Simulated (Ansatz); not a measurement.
**Worked example: self-consistent single point of the (001) slab of RbMg6Zn (cut from a parent of space group no. 38; 16 atoms in the cell) in Ansatz (a quantum-chemistry and plane-wave program)**

Computed with PBE (plane waves, PAW; Ansatz).

This input was run:

Ansatz 0.2 input:
```yaml
crystal:
  lattice:
    - [5.217540, 0.000000, 0.000000]
    - [0.000000, 7.041060, 0.000000]
    - [0.000000, 0.000000, 27.054400]
  atoms:
    - { symbol: Rb, position: [0.500000, 0.500000, 0.622113] }
    - { symbol: Rb, position: [0.500000, 0.000000, 0.405206] }
    - { symbol: Mg, position: [0.000000, 0.218690, 0.578438] }
    - { symbol: Mg, position: [0.000000, 0.781310, 0.578438] }
    - { symbol: Mg, position: [0.000000, 0.500000, 0.476558] }
    - { symbol: Mg, position: [0.500000, 0.241010, 0.512608] }
    - { symbol: Mg, position: [0.500000, 0.758990, 0.512608] }
    - { symbol: Mg, position: [0.500000, 0.500000, 0.402190] }
    - { symbol: Mg, position: [0.000000, 0.718690, 0.361527] }
    - { symbol: Mg, position: [0.000000, 0.281310, 0.361527] }
    - { symbol: Mg, position: [0.000000, 0.000000, 0.693469] }
    - { symbol: Mg, position: [0.500000, 0.741010, 0.295701] }
    - { symbol: Mg, position: [0.500000, 0.258990, 0.295701] }
    - { symbol: Mg, position: [0.500000, 0.000000, 0.619101] }
    - { symbol: Zn, position: [0.000000, 0.500000, 0.704299] }
    - { symbol: Zn, position: [0.000000, 0.000000, 0.487392] }
kpoints:
  mp_grid: { grid: [7, 5, 1] }
hamiltonian:
  xc: pbe
  pseudopotentials: { kind: paw }
efield:
  axis: 3
  dipole_correction: true
scf:
  occupations: { method: methfessel_paxton, width: 0.1 }
output:
  forces: true
  eigenvalues: true
```

The program printed (abridged):

```
WARN basis.ecutwfc = 420 eV, the default
WARN ansatz: RAYON_NUM_THREADS=1 ignored (pool sized by the plan → 1); use --threads N
Pseudopotentials: kind: paw
Pseudopotential: Rb, paw, valence charge 9
Pseudopotential: Mg, paw, valence charge 10
Pseudopotential: Zn, paw, valence charge 12
Crystal: 16 atoms, lattice volume = 993.898 Å³
Basis set: ecut = 420 eV, 19409 PW (Γ), exchange–correlation on 72×96×384 points (8 copies of the dense FFT grid, shifted against one another)
Bands: 98, of which v1, the nominal top of the filled ones, is band 81 counted from 1 (80 counted from 0)
Symmetry: 4 space group operations
Space group: Pmm2 (ITA 25), of the structure as read, at distance tolerance 1.0e-4 Å
k-points: 12 of 35
Initial density: superposition of atomic densities (neutral atoms: chi_scale 0, normalization atom), corrected by the library's trained network
Initial wavefunctions: pseudopotential atomic-orbital guess
Eigensolver: davidson
Functional: x = pbe(κ = 0.804, μ = 0.2195149727645171), c = pbe(β = 0.06672455060314922)
SCF iter   1: F=—  HF=-36251.787939 eV  |F-HF|=—  |Δ(HF+E_count)|=         —  Δρ=1.46e-3  dr2=5.84e-1  ethr=1.77e-3  p=-0.011 e·Å  D=-2.02e-3 V/Å  ΔV_dip=0.05 eV  dr2_dipole=1.89e-1  V_vac-E_F(+/−)=3.26/3.21 eV  ⟨swp⟩=14.8  Hψ=6412  notcnv=0
all-band conjugate gradients solve this SCF's bands
efield: sawtooth ramp at fractional position 0.9500 (placed from the atoms, in the widest stretch of the axis that holds none …
preconditioner: auto → LDOS
SCF iter   2: F=—  HF=-36251.755069 eV  |F-HF|=—  |Δ(HF+E_count)|=   3.29e-2  S|Δr|=    0.00e0  Δρ=7.70e-4  dr2=1.89e-2  ethr=3.61e-4  p=-0.004 e·Å  D=-6.60e-4 V/Å  ΔV_dip=0.02 eV  dr2_dipole=9.38e-4  V_vac-E_F(+/−)=3.36/3.34 eV  ⟨swp⟩=1.9  Hψ=1488  [...]
SCF iter   3: F=—  HF=-36251.753359 eV  |F-HF|=—  |Δ(HF+E_count)|=   1.71e-3  S|Δr|=    0.00e0  Δρ=6.63e-4  dr2=7.04e-3  ethr=1.17e-5  p=0.003 e·Å  D=6.21e-4 V/Å  ΔV_dip=-0.02 eV  dr2_dipole=1.96e-3  V_vac-E_F(+/−)=3.34/3.36 eV  ⟨swp⟩=2.3  Hψ=1502  [...]
SCF iter   4: F=—  HF=-36251.752567 eV  |F-HF|=—  |Δ(HF+E_count)|=   7.92e-4  S|Δr|=    0.00e0  Δρ=4.21e-4  dr2=2.76e-3  ethr=4.34e-6  p=0.005 e·Å  D=9.62e-4 V/Å  ΔV_dip=-0.03 eV  dr2_dipole=5.80e-4  V_vac-E_F(+/−)=3.34/3.37 eV  ⟨swp⟩=2.0  Hψ=1403  [...]
SCF iter   5: F=—  HF=-36251.752002 eV  |F-HF|=—  |Δ(HF+E_count)|=   5.66e-4  S|Δr|=    0.00e0  Δρ=5.67e-5  dr2=1.78e-4  ethr=1.71e-6  p=0.006 e·Å  D=1.14e-3 V/Å  ΔV_dip=-0.03 eV  dr2_dipole=1.20e-4  V_vac-E_F(+/−)=3.34/3.37 eV  ⟨swp⟩=2.0  Hψ=1427  [...]
SCF iter   6: F=—  HF=-36251.752013 eV  |F-HF|=—  |Δ(HF+E_count)|=   1.10e-5  S|Δr|=    0.00e0  Δρ=2.15e-5  dr2=1.62e-5  ethr=1.10e-7  p=0.008 e·Å  D=1.45e-3 V/Å  ΔV_dip=-0.04 eV  dr2_dipole=6.95e-6  V_vac-E_F(+/−)=3.34/3.38 eV  ⟨swp⟩=2.0  Hψ=1434  [...]
SCF iter   7: F=—  HF=-36251.752312 eV  |F-HF|=—  |Δ(HF+E_count)|=   3.00e-4  S|Δr|=    0.00e0  Δρ=7.51e-6  dr2=1.62e-6  ethr=9.99e-9  p=0.009 e·Å  D=1.61e-3 V/Å  ΔV_dip=-0.04 eV  dr2_dipole=7.27e-8  V_vac-E_F(+/−)=3.34/3.39 eV  ⟨swp⟩=2.0  Hψ=1362  [...]
SCF iter   8: F=—  HF=-36251.752313 eV  |F-HF|=—  |Δ(HF+E_count)|=   5.22e-7  S|Δr|=    0.00e0  Δρ=7.38e-6  dr2=4.98e-7  ethr=1.00e-9  p=0.009 e·Å  D=1.66e-3 V/Å  ΔV_dip=-0.05 eV  dr2_dipole=1.06e-8  V_vac-E_F(+/−)=3.34/3.39 eV  ⟨swp⟩=2.0  Hψ=1484  [...]
SCF iter   9: F=—  HF=-36251.752313 eV  |F-HF|=—  |Δ(HF+E_count)|=   8.74e-8  S|Δr|=    0.00e0  Δρ=3.57e-6  dr2=1.52e-7  ethr=3.07e-10  p=0.009 e·Å  D=1.68e-3 V/Å  ΔV_dip=-0.05 eV  dr2_dipole=2.09e-9  V_vac-E_F(+/−)=3.34/3.39 eV  ⟨swp⟩=2.0  Hψ=1440  [...]
SCF iter  10: F=-36251.752313 eV  HF=-36251.752313 eV  |F-HF|=2.53e-9  |Δ(HF+E_count)|=   1.56e-8  S|Δr|=    0.00e0  Δρ=9.40e-7  dr2=2.17e-8  ethr=6.17e-11  p=0.009 e·Å  D=1.68e-3 V/Å  ΔV_dip=-0.05 eV  dr2_dipole=4.24e-10  V_vac-E_F(+/−)=3.34/3.39 [...]
SCF 1 converged in 10 iterations: F = -36251.752313 eV  dr2 = 2.17e-8
SCF converged after 10 iterations
Stability not checked (fill_not_monotonic)
Free energy (F): -36251.752313 eV
Harris-Foulkes:  -36251.752313 eV  (|F-HF|=2.53e-9)
Internal energy: -36251.750636 eV  (E = F + TS)
E sigma→0 (E₀):  -36251.751894 eV
Entropy (-TS):   -0.001677 eV (-0.105 meV/atom)
Fermi energy:    0.456114 eV
Dipole field:    D = 0.001672 V/Å  (p = 0.009183 e·Å, saw-weighted, corrected)
Work function:   Φ+ = 3.3429 eV   Φ− = 3.3881 eV
Levels:          The Fermi level and band energies are counted from a zero that moves with the ramp; work functions are not
--- Per-component energies (eV) ---
  E_band       = -5329.811354
  E_kinetic    = 1533.752755
  E_local      = -115055.194634  (includes V_loc(G=0)·N_el)
  E_nonlocal   = 2724.461279
  E_hartree    = 53740.263621
  E_xc         = -865.163897
  E_vxc        = -801.987975  (∫ρ·V_xc dr)
  E_paw        = -12403.015556  (= ΣΔE_a)
  E_vpaw       = -1211.421436  (= ΣTr[D̂ρ^β])
  E_aug_tail   = -0.000755  (compensation charges beyond the density's cutoff)
  E_efield     = 0.000008  (sawtooth field / dipole correction)
  E_vefield    = 0.026032  (∫n·V_field dr)
  E_ewald      = 34073.146542
  E_smearing   = -0.001677  (= −TS)
  E_closure    = 0.000000  (closes the sum)
  Σ components = -36251.752313   (vs F -36251.752313, Δ=0.00e0)
--- Forces (eV/Å), atoms counted from 1 ---
  atom   1  Rb     0.00000000     0.00000000     0.93654722
  atom   2  Rb     0.00000000     0.00000000    -0.01886707
  atom   3  Mg     0.00000000    -0.09593687    -0.11347060
  atom   4  Mg     0.00000000     0.09593687    -0.11347060
  atom   5  Mg     0.00000000     0.00000000    -0.01678333
  atom   6  Mg     0.00000000     0.07566646    -0.04416182
  atom   7  Mg     0.00000000    -0.07566646    -0.04416182
  atom   8  Mg     0.00000000     0.00000000     0.01121041
  atom   9  Mg     0.00000000    -0.08012951    -0.05874674
  atom  10  Mg     0.00000000     0.08012951    -0.05874674
  atom  11  Mg     0.00000000     0.00000000    -0.52703987
  atom  12  Mg     0.00000000    -0.02922697     0.03945900
  atom  13  Mg     0.00000000     0.02922697     0.03945900
  atom  14  Mg     0.00000000     0.00000000    -0.14984579
  atom  15  Zn     0.00000000     0.00000000     0.01610070
  atom  16  Zn     0.00000000     0.00000000     0.10254119
  max |Σ_I F_I| component: 2.31e-5 eV/Å
--- Band table (eV; the first three rows and the last of 12) ---
  k-point 0: bands = ["-76.3156", "-76.1637", "-76.1635", "-75.8700", "-75.8629", "-75.8627", "-75.8108", "-75.8100", "-75.7745", "-75.7737", "-75.7472", "-75.6796", "-43.0837", "-43.0727", "-43.0660", "-42.9439", "-42.9428", "-42.9134", "-42.9132", [...]
  k-point 1: bands = ["-76.3156", "-76.1637", "-76.1635", "-75.8700", "-75.8629", "-75.8627", "-75.8108", "-75.8100", "-75.7745", "-75.7737", "-75.7472", "-75.6796", "-43.0837", "-43.0727", "-43.0660", "-42.9438", "-42.9429", "-42.9132", "-42.9130", [...]
  k-point 2: bands = ["-76.3156", "-76.1637", "-76.1635", "-75.8700", "-75.8629", "-75.8628", "-75.8107", "-75.8100", "-75.7745", "-75.7737", "-75.7472", "-75.6796", "-43.0837", "-43.0727", "-43.0660", "-42.9436", "-42.9431", "-42.9131", "-42.9129", [...]
  k-point 11: bands = ["-76.3156", "-76.1637", "-76.1635", "-75.8700", "-75.8629", "-75.8628", "-75.8107", "-75.8100", "-75.7745", "-75.7737", "-75.7472", "-75.6796", "-43.0837", "-43.0727", "-43.0660", "-42.9436", "-42.9431", "-42.9131", [...]
```

The run converged in 10 iterations.

The starting cell comes from a database of computed structures (which also holds hypothetical and non-ambient phases and stackings), without a prior relaxation at this level. The slab is cut from that crystal, and its faces are unrelaxed.

Cost on one core of a shared machine: roughly 2 min.
